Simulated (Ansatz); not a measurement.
**MgTe: response to strain**

The parent structure is MgTe in the wurtzite structure (space group P6_3mc, No. 186; a = 4.6089 Å, c = 7.5001 Å). Axes: x lies along a and z along c of the hexagonal cell.

Strains are applied to the cell and any free atomic positions relax; under biaxial strain the out-of-plane vector relaxes too.

Calculations: Kohn–Sham DFT with the PBE functional, run in Ansatz (a program for electronic structure) with PAW and 420 eV plane waves, no SOC.

Notes on the quantities. band gap: an upper bound: an edge found on the path is not a true extremum; the base alone; in-plane stress: mean in-plane stress (compression positive).

```tsv
change	band gap	in-plane stress	out-of-plane strain
base	2.37 eV	–	–
biaxial strain −3.00 %, plane normal [001], relaxed out of plane	2.34 eV	+1.9 GPa	+2.47 %
biaxial strain −2.40 %, plane normal [001], relaxed out of plane	2.36 eV	+1.5 GPa	+1.97 %
biaxial strain −1.80 %, plane normal [001], relaxed out of plane	2.38 eV	+1.1 GPa	+1.47 %
biaxial strain −1.20 %, plane normal [001], relaxed out of plane	2.38 eV	+0.7 GPa	+0.99 %
biaxial strain −0.60 %, plane normal [001], relaxed out of plane	2.38 eV	+0.4 GPa	+0.48 %
```

With Te present, leaving out spin-orbit coupling can change the band edges. Whether these cells are dynamically stable was not tested.
